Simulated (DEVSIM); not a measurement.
System: Co/La2O3/p-Si capacitor, at 250 K.

Layer 1 from the left is La2O3, thickness (nm) 6.60. Layer 2 from the left is Si, thickness (nm) 7800, Na (cm⁻³) 5.4e15.

Metal gate on the left, work function 5 eV. Fixed charge at the semiconductor interface -1.1e11 cm⁻² (in units of +e); no interface traps.

Constants are typed, rounded textbook-type inputs, not results; the design itself was drawn at random and stands for no fabricated device. Values at 300 K; Nc and Nv go as T^1.5, mobilities as T to minus their exponent, the gap by Varshni's rule with the affinity fixed.

La2O3: gap (eV) 5.8, affinity (eV) 1.8, permittivity 27. Si: gap (eV) 1.124, affinity (eV) 4.05, permittivity 11.7, Nc (cm⁻³) 2.86e19, Nv (cm⁻³) 3.1e19, Varshni α (eV/K) 0.000473, Varshni β (K) 636.

Model (solved in DEVSIM): 1D Poisson equation in equilibrium, Boltzmann statistics, complete ionisation; no quantum confinement or tunnelling. Metal contacts follow the ideal Schottky-Mott rule: no Fermi-level pinning, no interface dipoles.

Question: What does the simulation give for the flat-band voltage, the threshold voltage (band bending 2φF), the minimum of the low-frequency capacitance?

Answer: flat-band voltage 0.00 V; threshold voltage (band bending 2φF) 0.79 V; minimum of the low-frequency capacitance 0.0262 μF/cm².
